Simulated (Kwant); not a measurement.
Device: six-terminal Hall bar in a Ge (holes) two-dimensional gas. Effective mass 0.06 mₑ, grid spacing 3.8 nm, hard walls, nominal width 100 nm (27 grid rows, so walls 106.4 nm apart), one parabolic valley, scattering region 260 nm long along x; energies count from the band bottom; Fermi energy 0.0118 eV. Four side probes 50 nm wide, two on each edge; current runs along x; the sign of the Hall resistance is a convention. Perpendicular field swept from 0.50964 to 10.397 T, also in the leads; orbital effect alone.

The device is made up for the run: typed textbook-type constants, with dimensions and the other settings drawn at random.

Kwant, effective-mass tight-binding model on a square grid, one spin, coherent transport at 0 K. Resistances are in h/e².

### Question
How many Landau levels lie under the Fermi energy, and what Hall resistance follows, at 11.8 meV and 2.69 T; 11.8 meV and 3.53 T; 11.8 meV and 6.04 T; 11.8 meV and 6.88 T?

### Answer
ħωc = ħeB/m = 1.93 meV a tesla; levels lie at (n + ½)ħωc. E/ħωc = 2.28 gives 2 levels and h/(2e²) = 0.500; simulated 0.500. E/ħωc = 1.73 gives 2 levels and h/(2e²) = 0.500; simulated 0.500. E/ħωc = 1.01 gives 1 level and h/(1e²) = 1.000; simulated 1.000. E/ħωc = 0.89 gives 1 level and h/(1e²) = 1.000; simulated 1.000.
